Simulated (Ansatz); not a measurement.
Tunnelling through a barrier is set by its complex band structure: the current falls as exp(−2κd) with the smallest κ.

Consider the following.

```
CELL_PARAMETERS angstrom
      4.17472     0.00000     0.00000
      0.00000     4.17472     0.00000
      2.08736     2.08736     2.95198
ATOMIC_POSITIONS crystal
  In 0.00000 0.00000 0.00000
  P  0.75000 0.25000 0.50000
```

The cell is taken as given.

Transport runs along the normal of the first two printed cell vectors, the (001) plane of the conventional cell.

No gap correction and no spin-orbit coupling; mid-gap is the computed energy nearest the middle.

Task: Predict the band gap and the smallest decay constant κ at mid-gap from r2SCAN (Ansatz, a quantum-chemistry and plane-wave program).

Result: Gap 1.04 eV on a 10×10×10 mesh; κ = 0.071 1/Å, at the zone centre.
